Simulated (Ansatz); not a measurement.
# A computed series for CsPbCl3: pressure series

The parent structure is CsPbCl$_{3}$ in the cubic perovskite structure (space group Pm-3m, No. 221; a = 5.673 Å).

Cell and atoms are relaxed at each pressure.

Method: Ansatz (an electronic-structure program) r2SCAN, no spin-orbit coupling.

Candidates:
(a) pressure 5 GPa
(b) pressure 0.7 GPa
(c) pressure 0.3 GPa

For the base:

The band gap is 2.46 eV.

Problem. Order them by band gap, highest first.

Solution. (c) pressure 0.3 GPa (2.40 eV), (b) pressure 0.7 GPa (2.34 eV), (a) pressure 5 GPa (1.69 eV)

With Pb present, leaving out spin-orbit coupling can change the band edges. Load acts through the strain it causes; cell and atoms are relaxed under it. No phonon test of stability was made. No other phases were tried under pressure. Many cubic perovskites are stable only at high temperature; tilts and polar distortions were not tested. This is not the structure that CsPbCl3 has at room temperature and ambient pressure.
